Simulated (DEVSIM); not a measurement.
Structure: illuminated Si p-on-n cell, one wavelength, at 250 K.

| layer (left to right) | material | thickness (μm) | Nd (cm⁻³) | Na (cm⁻³) | τn (s) | τp (s) | absorption coefficient (cm⁻¹) |
|---|---|---|---|---|---|---|---|
| 1 | Si | 0.290 | - | 3.4e18 | 8.5e-7 | 6.3e-8 | 2400 |
| 2 | Si | 67.0 | 1.5e17 | - | 5.7e-6 | 5.7e-6 | 2400 |

Left contact: ohmic, minority electron recombination velocity 10 cm/s. Right contact: ohmic, minority hole recombination velocity 100 cm/s. Voltage is applied to the left contact. Recombination: SRH at mid-gap, radiative, Auger. Gap narrowing is on: ΔEg = 6.92 meV × (l + √(l² + 0.5)), l = ln(N/1.3e17 cm⁻³), shared equally by both band edges. Light enters at the left, 3.3e16 photons cm⁻² s⁻¹, one pass, no reflection. Mobility is μmin + (μ − μmin)/(1 + (N/Nref)^α).

Constants are typed, rounded textbook-type inputs, not results; the design itself was drawn at random and stands for no fabricated device. Values at 300 K; Nc and Nv go as T^1.5, mobilities as T to minus their exponent, the gap by Varshni's rule with the affinity fixed.

| parameter | Si |
|---|---|
| gap (eV) | 1.124 |
| affinity (eV) | 4.05 |
| permittivity | 11.7 |
| Nc (cm⁻³) | 2.86e19 |
| Nv (cm⁻³) | 3.1e19 |
| μn (cm²/Vs) | 1417 |
| μp (cm²/Vs) | 470 |
| μn,min | 52 |
| μp,min | 45 |
| Nref,n | 9.7e16 |
| Nref,p | 2.2e17 |
| αn | 0.68 |
| αp | 0.72 |
| T exponent of μn | 2.3 |
| T exponent of μp | 2.2 |
| B (cm³/s) | 4.7e-15 |
| Cn (cm⁶/s) | 2.8e-31 |
| Cp (cm⁶/s) | 9.9e-32 |
| Varshni α (eV/K) | 0.000473 |
| Varshni β (K) | 636 |

Model (solved in DEVSIM): 1D drift-diffusion, Boltzmann statistics, complete ionisation; no tunnelling, impact ionisation, image-force lowering or self-heating.

Base results: largest field in the device at zero bias (V/cm) 200000; fill factor 0.87; largest power (mW/cm²) 3.23; short-circuit current (mA/cm²) 5.08.

What follows from this one change: photon flux 3.3e+16 → 9.9e+16 cm^-2 s^-1?

largest field in the device at zero bias little changed (200000 V/cm); fill factor little changed (0.87); largest power 3.23 → 10.0 mW/cm²; short-circuit current 5.08 → 15.2 mA/cm².

What follows from this one change: doping Nd of layer 2 1.5e+17 → 1.5e+16 cm^-3?

largest field in the device at zero bias 200000 → 85000 V/cm; fill factor little changed (0.86); largest power 3.23 → 3.05 mW/cm²; short-circuit current 5.08 → 5.15 mA/cm².

What follows from this one change: thickness of layer 2 67 → 110 μm?

largest field in the device at zero bias little changed (200000 V/cm); fill factor little changed (0.87); largest power 3.23 → 3.19 mW/cm²; short-circuit current 5.08 → 5.04 mA/cm².
